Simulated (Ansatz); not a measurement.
The decay constant κ of evanescent states in the gap governs leakage through a thin film.

Data:

```
CELL_PARAMETERS angstrom
      3.12859     0.00000     0.00000
      0.00000     5.01696     0.00000
      1.56430     0.00000     2.70944
ATOMIC_POSITIONS crystal
  Al 0.66667 0.50071 0.66667
  Al 0.33333 0.00071 0.33333
  N  0.66667 0.11929 0.66667
  N  0.33333 0.61929 0.33333
```

The cell is taken as given; by r2SCAN it stands under a pressure of -4.4 GPa.

Transport runs along the normal of the first two printed cell vectors, the (100) plane of the conventional cell.

The gap is the functional's own, uncorrected, and κ follows it; spin-orbit coupling is left out. Mid-gap means the computed energy nearest the middle.

Problem. Compute, with r2SCAN (Ansatz, a quantum-chemistry and plane-wave program), the band gap and the smallest decay constant κ at mid-gap.

Solution. Gap 4.69 eV on a 12×6×12 mesh; κ = 0.300 1/Å, at the zone centre.
